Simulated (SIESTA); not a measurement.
Input and output of a self-consistent single point for Rb3Bi (Fm-3m, 4 atoms in the cell) (SIESTA).

Method: SIESTA with GGA PBEsol, numerical atomic orbitals DZP, PseudoDojo PBEsol standard norm-conserving potentials (rewritten from UPF to PSML).

```
Rb3Bi
1.0
    0.00000     4.42135     4.42135
    4.42135     0.00000     4.42135
    4.42135     4.42135     0.00000
Rb Bi
3 1
Cartesian
  6.63202   6.63202   6.63202
  2.21067   2.21067   2.21067
  4.42135   4.42135   4.42135
  0.00000   0.00000   0.00000
```

Reference input (self-consistent single point, DFT, LDA PW92, numerical atomic orbitals DZP, PseudoDojo LDA standard norm-conserving potentials (rewritten from UPF to PSML)): XC.functional = LDA; XC.authors = PW92; potentials = PseudoDojo LDA standard; PAO.BasisSize = DZP; PAO.EnergyShift = 0.01 Ry; MeshCutoff = 400 Ry; kgrid.MonkhorstPack = 9 9 9; OccupationFunction = FD; ElectronicTemperature = 100 meV; MaxSCFIterations = 150; SCF.Mixer.Method = Pulay; SCF.Mixer.Weight = 0.1. This run's input differs from it in these lines:

```diff
@@ -1,2 +1,2 @@
-# files in the folder: Rb.psml Bi.psml (PseudoDojo LDA standard)
+# files in the folder: Rb.psml Bi.psml (PseudoDojo PBEsol standard)
 SystemName  Rb3Bi
@@ -24,4 +24,4 @@
 
-XC.functional                LDA
-XC.authors                   PW92
+XC.functional                GGA
+XC.authors                   PBEsol
 PAO.BasisSize                DZP
```

Log, with long lists cut:

```
        iscf     Eharris(eV)        E_KS(eV)     FreeEng(eV)     dDmax    Ef(eV) dHmax(eV)
   scf:    1    -4419.858926    -4426.851123    -4426.852573  0.686344 -3.965387  4.215713
   scf:    2    -4427.654363    -4427.266196    -4427.268604  0.040519 -3.853929  3.491474
   scf:    3    -4428.311078    -4427.939870    -4427.947081  0.177089 -3.443548  1.256822
   scf:    4    -4427.912239    -4427.949003    -4427.955754  0.082351 -3.612250  1.198585
   scf:    5    -4428.016540    -4427.996371    -4428.004752  0.031556 -3.479838  0.033362
   [... 2 lines left out ...]
   scf:    8    -4427.996379    -4427.996424    -4428.004888  0.000742 -3.475004  0.009636
   scf:    9    -4427.996454    -4427.996440    -4428.004891  0.000355 -3.475764  0.001667
   scf:   10    -4427.996439    -4427.996440    -4428.004891  0.000101 -3.475770  0.000086
   scf:   11    -4427.996440    -4427.996440    -4428.004891  0.000004 -3.475772  0.000007
SCF Convergence by DM+H criterion
max |DM_out - DM_in|         :     0.0000039481
max |H_out - H_in|      (eV) :     0.0000074198
SCF cycle converged after 11 iterations

Using DM_out to compute the final energy and forces

siesta: E_KS(eV) =            -4427.9964

siesta: E_KS - E_eggbox =     -4427.9964

siesta: Atomic forces (eV/Ang):
     1    0.000005    0.000005    0.000005
     2   -0.000005   -0.000005   -0.000005
     3   -0.000000   -0.000000   -0.000000
     4    0.000000    0.000000    0.000000
   Tot   -0.000000   -0.000000   -0.000000
   Max    0.000005
   Res    0.000004    sqrt( Sum f_i^2 / 3N )
   Max    0.000005    constrained

Stress tensor Voigt[x,y,z,yz,xz,xy] (kbar):      -13.64      -13.64      -13.64       -0.01       -0.01       -0.01
(Free)E + p*V (eV/cell)    -4426.5337
   [... lines left out ...]
siesta: FreeEng =     -4428.004891
siesta: Cell volume =        172.859952 Ang**3
siesta:          13.63576816         13.63554473  kBar
   [... lines left out ...]
   4 15.369   1.548   0.116   1.342   1.342   1.342  -0.122  -0.122  -0.122
              2.001   2.001   2.002   2.001   2.002   0.012   0.012  -0.001

              0.012  -0.001

mulliken: Qtot =       42.000

Mulliken Atomic Populations:
Atom #   charge [q] valence [e]  Species
     1    -0.005621    9.005621  Rb
     2    -0.005621    9.005621  Rb
     3     0.380438    8.619562  Rb
     4    -0.369195   15.369195  Bi
 Total     0.000000
```

The run converged in 11 iterations. Against the reference run the pressure goes from 0.54 to 1.36 GPa.

The starting cell comes from a database of computed structures (which also holds hypothetical and non-ambient phases and stackings), without a prior relaxation at this level. Its lattice was rescaled by a random factor within 2.5 % of one. Values carry the incompleteness of an atom-centred basis.

Cost on one core of a shared machine: roughly 50 s.
